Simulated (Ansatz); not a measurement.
The starting structures come from a database of crystals and need not be the phases stable at ambient conditions.

 Where the default PAW files enter, the runs use the earlier of Ansatz's two default sets.

Inside the gap of an insulator the Bloch states are evanescent, with a wavenumber k + iκ along the transport direction.

Data:

```
CELL_PARAMETERS angstrom
      4.24219     0.00000     0.00000
      0.00000     6.82715     0.00000
      2.12110     0.00000     3.67384
ATOMIC_POSITIONS crystal
  Cd 0.00000 0.00000 0.00000
  I  0.33333 0.74656 0.33333
  I  0.66667 0.25344 0.66667
```

Space group of this cell: P-3m1, CdI2 type. The cell was relaxed by PBE-D3(BJ); by PBEsol its mean pressure is -0.7 GPa.

Transport runs along the normal of the first two printed cell vectors, the (100) plane of the conventional cell.

The gap is the functional's own, uncorrected, and κ follows it; spin-orbit coupling is left out. Mid-gap values are interpolated between the computed energies.

Question: Estimate the band gap and the smallest decay constant κ at mid-gap that Ansatz (a quantum-chemistry and plane-wave program) with PBEsol returns for this system.

Answer: Gap 2.25 eV on a 8×6×8 mesh; κ = 0.182 1/Å, at the zone centre.
